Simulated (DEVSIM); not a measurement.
GaP/Si p-n heterojunction

Structure: GaP/Si p-n heterojunction, at 350 K.

```csv
layer (left to right),material,thickness (μm),Nd (cm⁻³),Na (cm⁻³),τn (s),τp (s)
1,GaP,0.0630,-,8e16,1.7e-6,1.7e-6
2,Si,0.120,1.9e16,-,1.7e-6,1.7e-6
```

Left contact: ohmic. Right contact: ohmic. Voltage is applied to the left contact. Recombination: SRH at mid-gap, radiative. Mobility is μmin + (μ − μmin)/(1 + (N/Nref)^α).

Constants are typed, rounded textbook-type inputs, not results; the design itself was drawn at random and stands for no fabricated device. Values at 300 K; Nc and Nv go as T^1.5, mobilities as T to minus their exponent, the gap by Varshni's rule with the affinity fixed.

```csv
parameter,GaP,Si
gap (eV),2.26,1.124
affinity (eV),3.8,4.05
permittivity,11.1,11.7
Nc (cm⁻³),1.8e19,2.86e19
Nv (cm⁻³),1.9e19,3.1e19
μn (cm²/Vs),250,1417
μp (cm²/Vs),150,470
"μn,min",10,52
"μp,min",10,45
"Nref,n",4.4e18,9.7e16
"Nref,p",1e18,2.2e17
αn,0.8,0.68
αp,0.85,0.72
T exponent of μn,1.6,2.3
T exponent of μp,1.98,2.2
B (cm³/s),1e-13,4.7e-15
Varshni α (eV/K),0.00058,0.000473
Varshni β (K),372,636
```

Simulated with DEVSIM: 1D drift-diffusion, Boltzmann statistics, complete ionisation; no tunnelling, impact ionisation, image-force lowering or self-heating. Band offsets follow the typed affinities; no thermionic-emission limit at abrupt steps, no polarisation charge.

| Property | Value |
|---|---|
| Potential step across the device at zero bias | 1.590 V |
| Largest field in the device at zero bias | 170000 V/cm |
| Dark forward voltage at 1 A/cm² | 0.839 V |
| Dark forward voltage at 100 A/cm² | 1.174 V |

Dark forward current:

(V (V), J (A/cm²)): (0.05, 2.3e-6); (0.10, 9.2e-6); (0.15, 2.6e-5); (0.20, 6.5e-5); (0.25, 0.00015); (0.30, 0.00032); (0.35, 0.00070); (0.40, 0.0015); (0.45, 0.0032); (0.50, 0.0068); (0.55, 0.014); (0.60, 0.030); (0.65, 0.064); (0.70, 0.13); (0.80, 0.57); (0.85, 1.2); (0.90, 2.4); (0.95, 4.9); (1.00, 9.8); (1.05, 19); (1.10, 38); (1.15, 74); (1.20, 140); (1.25, 260); (1.30, 480); (1.35, 840); (1.40, 1400); (1.45, 2400)
